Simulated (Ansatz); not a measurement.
Input and output of a self-consistent single point for LiF (Fm-3m, 2 atoms in the cell) (Ansatz, a program for electronic structure).

Computed with PBE (plane waves, PAW; Ansatz).

The change in words: lattice scaled by 0.98. Reference geometry:
```yaml
crystal:
  lattice:
    - [0.00000, 2.01803, 2.01803]
    - [2.01803, 0.00000, 2.01803]
    - [2.01803, 2.01803, 0.00000]
  atoms:
    - { symbol: Li, position: [0.00000, 0.00000, 0.00000] }
    - { symbol: F, position: [0.50000, 0.50000, 0.50000] }
```

Reference input (self-consistent single point, DFT, PBE, plane waves, default PAW files): basis.ecutwfc = 420 eV; kpoints.mp_grid.grid = 9 9 9; hamiltonian.xc = pbe; hamiltonian.pseudopotentials = {kind: paw} (the program's default PAW files); scf.occupations.method = fixed. This run's input differs from it in these lines:

```diff
@@ -2,5 +2,5 @@
   lattice:
-    - [0.00000000, 2.01803100, 2.01803100]
-    - [2.01803100, 0.00000000, 2.01803100]
-    - [2.01803100, 2.01803100, 0.00000000]
+    - [0.00000000, 1.97767000, 1.97767000]
+    - [1.97767000, 0.00000000, 1.97767000]
+    - [1.97767000, 1.97767000, 0.00000000]
   atoms:
```

Output, abridged:

```
SCF iter   1: F=—  HF=-1016.143886 eV  |F-HF|=—  |Δ(HF+E_count)|=         —  Δρ=5.09e-4  dr2=4.59e-6  ethr=1.77e-3  ⟨swp⟩=3.9  Hψ=1792  notcnv=0  defer=53
all-band conjugate gradients solve this SCF's bands
preconditioner: auto → none
SCF iter   2: F=—  HF=-1016.143915 eV  |F-HF|=—  |Δ(HF+E_count)|=   2.89e-5  Δρ=5.49e-4  dr2=2.61e-5  ethr=4.59e-8  ⟨swp⟩=2.1  Hψ=845  notcnv=0  defer=68
SCF iter   3: F=—  HF=-1016.143938 eV  |F-HF|=—  |Δ(HF+E_count)|=   2.27e-5  Δρ=1.91e-4  dr2=8.03e-7  ethr=4.59e-8  ⟨swp⟩=2.0  Hψ=496  notcnv=0  defer=68
SCF iter   4: F=—  HF=-1016.143956 eV  |F-HF|=—  |Δ(HF+E_count)|=   1.88e-5  Δρ=2.21e-4  dr2=4.02e-6  ethr=8.03e-9  ⟨swp⟩=2.0  Hψ=490  notcnv=0  defer=70  recentre
SCF iter   5: F=—  HF=-1016.143957 eV  |F-HF|=—  |Δ(HF+E_count)|=   6.89e-7  Δρ=9.19e-5  dr2=6.99e-7  ethr=8.03e-9  ⟨swp⟩=2.0  Hψ=459  notcnv=0  defer=68
SCF iter   6: F=-1016.143957 eV  HF=-1016.143957 eV  |F-HF|=4.04e-8  |Δ(HF+E_count)|=   4.00e-7  Δρ=2.35e-5  dr2=5.34e-8  ethr=1.00e-9  ⟨swp⟩=4.8  Hψ=1637  notcnv=0
SCF 1 converged in 6 iterations: F = -1016.143957 eV  dr2 = 5.34e-8
Free energy (F): -1016.143957 eV
Internal energy: -1016.143957 eV  (E = F + TS)
E sigma→0 (E₀):  -1016.143957 eV
Fermi energy:    1.454745 eV
--- Forces (eV/Å), atoms counted from 1 ---
  atom   1  Li    -0.00000000     0.00000000     0.00000000
  atom   2  F      0.00000000     0.00000000     0.00000000
--- Stress (GPa, compression-positive) ---
        6.740619       0.000000       0.000000
        0.000000       6.740619      -0.000000
       -0.000000      -0.000000       6.740619
  P = ⅓ Tr σ = 6.7406 GPa (67.406 kbar)
  The stress holds the Pulay correction. Without it, at fixed plane waves, as pw.x and ABINIT print it: P = 5.9858 GPa
```

The run converged in 6 iterations. Against the reference run the free energy rises by 12.4 meV/atom, the pressure goes from 1.67 to 6.74 GPa and the gap on the mesh goes from 9.036 to 9.591 eV.

The starting cell comes from a database of computed structures (which also holds hypothetical and non-ambient phases and stackings), without a prior relaxation at this level. Its lattice was rescaled by a random factor within 2.5 % of one. For this run, on top of that: lattice scaled by 0.98. With a pressure of about 7 GPa the cell is away from its equilibrium volume at this level. Ansatz's pressure includes its estimate of the finite-basis (Pulay) stress. Without the estimate this run gives 5.99 GPa.

Keys are those of Ansatz 0.2.
